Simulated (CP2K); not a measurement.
Troubleshooting CP2K: a failed run on Ba3InHg10 (Immm, 14 atoms in the cell). The aim is a self-consistent single point with DFT LDA (Pade form), GPW, DZVP-MOLOPT-SR-GTH basis, GTH-PADE potentials (GTH_POTENTIALS).

Cell that was meant: a = 9.6648 Å, b = 9.6648 Å, c = 9.6648 Å, α = 147.78°, β = 116.72°, γ = 72.81°.

Part of the input:

```
    &END QS
    &MGRID
      CUTOFF 500
      RELCUTOFF 40
      NGRIDS 5
    &END MGRID
    &SCF
```

Output, abridged:

```
 Possible matches for unknown keyword

 RELCUTOFF

   keyword REL_CUTOFF in section %__ROOT__%FORCE_EVAL%DFT%MGRID score:  109
   keyword REL_CUTOFF in section %__ROOT__%FORCE_EVAL%PROPERTIES%TDDFPT%MGRID score:  109
   keyword REL_CUTOFF in section %__ROOT__%FORCE_EVAL%PROPERTIES%RIXS%TDDFPT%MGRID score:  109
   keyword CUTOFF in section %__ROOT__%FORCE_EVAL%DFT%MGRID score:  107
   keyword CUTOFF in section %__ROOT__%FORCE_EVAL%PROPERTIES%TDDFPT%MGRID score:  107

 *******************************************************************************
 *   ___                                                                       *
 *  /   \                                                                      *
 * [ABORT]                                                                     *
 *  \___/           found an unknown keyword RELCUTOFF in section MGRID        *
 *    |                                                                        *
 *  O/|                                                                        *
 * /| |                                                                        *
 * / \                                               input/input_parsing.F:253 *
 *******************************************************************************

 ===== Routine Calling Stack =====

            5 section_vals_parse
            4 section_vals_parse
            3 section_vals_parse
            2 section_vals_parse
            1 read_input
Abort(1) on node 0 (rank 0 in comm 0): application called MPI_Abort(MPI_COMM_WORLD, 1) - process 0
```

Problem. From the messages shown, name the fault and mend the input.

Solution. The fault is a keyword that the program does not know. The program does not know a key of this name. To fix it, use the program's own name for the key. The program stopped before any SCF iteration.

An input that runs soundly differs in these lines (not the only fix; some lines may just follow from the change or write a value another way):
```diff
-      RELCUTOFF 40
+      REL_CUTOFF 40
```

With that input, the run converged in 13 iterations: free energy E − TS -14830.7313 eV; Fermi level (on the code's own zero) 6.51 eV; pressure -4.42 GPa; largest force (vector length) 0.084 eV/Å (DFT LDA (Pade form), GPW, DZVP-MOLOPT-SR-GTH basis, GTH-PADE potentials (GTH_POTENTIALS)).

On the sound input: the starting cell comes from a database of computed structures (which also holds hypothetical and non-ambient phases and stackings), without a prior relaxation at this level. Values carry the incompleteness of an atom-centred basis. With a pressure of about -4 GPa the cell is away from its equilibrium volume at this level. Without a gap this mesh is coarse (it stands for a supercell whose shortest vector is 16 Å).
